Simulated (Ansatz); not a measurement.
The structure below was relaxed with PBEsol (Ansatz, a quantum-chemistry and plane-wave program, PAW, no SOC), at pressure −1 GPa.

Space group Fm-3m (No. 225); a = b = c = 5.568 Å, α = β = γ = 90.00°

```csv
atom,site,symmetry,x,y,z
Ca,4a,m-3m,0.0000,0.0000,0.0000
```

Problem. Write out a cell with all atoms.

Solution. 
```
Ca
1.0
    5.56768     0.00000     0.00000
    0.00000     5.56768     0.00000
    0.00000     0.00000     5.56768
Ca
4
Direct
  0.00000   0.00000   0.00000
  0.00000   0.50000   0.50000
  0.50000   0.00000   0.50000
  0.50000   0.50000   0.00000
```
This is the conventional cell.

Load acts through the strain it causes; cell and atoms are relaxed under it. No phonon test of stability was made. The cell was made from Ca in the fcc (Cu type) structure (space group Fm-3m, No. 225) by this change: pressure −1 GPa.
